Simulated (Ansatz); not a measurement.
The starting structures come from a database of crystals and need not be the phases stable at ambient conditions.

 Where the default PAW files enter, the runs use the earlier of Ansatz's two default sets.

Tunnelling through a barrier is set by its complex band structure: the current falls as exp(−2κd) with the smallest κ.

Input:

```xyz
4
Lattice="4.1323 0.0000 0.0000 2.0661 7.7404 0.0000 2.0661 0.5515 3.5359" Properties=species:S:1:pos:R:3 pbc="T T T"
Ba     2.0661     2.4935     0.8184
Ba     6.1984     5.7985     2.7175
N      4.1323     4.1460     1.7679
Cl     0.0000     0.0000     0.0000
```

Space group of this cell: R-3m. The cell is taken as given; by r2SCAN its mean pressure is -0.9 GPa.

Transport runs along the normal of the first two printed cell vectors, the (101) plane of the conventional cell.

No gap correction and no spin-orbit coupling; mid-gap values are interpolated between computed energies.

Estimate the band gap and the smallest decay constant κ at mid-gap that r2SCAN in Ansatz (an electronic-structure program) returns for this system.

Gap 1.28 eV on a 8×8×8 mesh; κ = 0.258 1/Å, at (0.500, 0.000) of the in-plane reciprocal vectors. At the zone centre, at the nearest computed energy, the slowest state has κ = 0.26 1/Å.
